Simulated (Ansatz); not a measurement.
**ZrRu (Pm-3m): band-structure transport figures**

Consider the following.

```xyz
2
Lattice="3.2296 0.0000 0.0000 0.0000 3.2296 0.0000 0.0000 0.0000 3.2296" Properties=species:S:1:pos:R:3 pbc="T T T"
Zr     1.6148     1.6148     1.6148
Ru     0.0000     0.0000     0.0000
```

Method: PBEsol with spin-orbit coupling, rigid bands (plane waves, PAW; Ansatz, a program for electronic structure). Condition of this run: spin-orbit coupling switched on. Geometry: cell and atoms relaxed with PBEsol.

```
Quantity                                                           Value
------------------------------------  ----------------------------------
density of states at the Fermi level  0.536 states/(eV·cell), both spins
bare Sommerfeld coefficient                    0.63 mJ/(mol of atoms·K²)
Drude plasma energy                                               4.9 eV
root-mean-square Fermi velocity                                7.7e5 m/s
resistivity times τ                                      20 ×10⁻²² Ω·m·s
```

A metal at this level (no band gap); rigid bands, thermally averaged at 300 K, both spins. τ is one relaxation time for all states.

Formula and space group known from diffraction (Crystallography Open Database), not checked to be the room-temperature form: ZrRu (Pm-3m).
